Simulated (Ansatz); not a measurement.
## La2O3 (space group P-3m1, No. 164)

La2O3 is taken in the trigonal space group P-3m1 (No. 164), Pearson symbol hP5. Cell: a = b = 3.935 Å, c = 6.126 Å, α = β = 90.00°, γ = 120.00°. La on 2d is surrounded by 4 O at 2.366–2.450 Å and 3 O at 2.727 Å. O1 on 1a sees 6 La at 2.727 Å (octahedral). O2 on 2d has 4 La at 2.366–2.450 Å (tetrahedral). (Neighbours: up to the widest gap in distance over summed covalent radii, below 1.35, at either atom; cation-cation and far metal-metal contacts left out.)

Calculations: r2SCAN/PAW in Ansatz (a first-principles code), spin-orbit coupling left out. k-mesh 10×10×6 (Γ-centred); smearing 0.05 eV (Fermi–Dirac).

```json
{
 "volume_per_atom": "16.43 Å³",
 "density": "6.58 g/cm³",
 "band_gap": "4.23 eV, indirect, L → K",
 "electron_mass": "1.3 mₑ",
 "total_energy": "-2849.143 eV/atom (σ→0; compares only within this code and set-up)"
}
```

Effective masses come from finite differences of ±0.01 Å⁻¹. Stability against distortions was not tested.
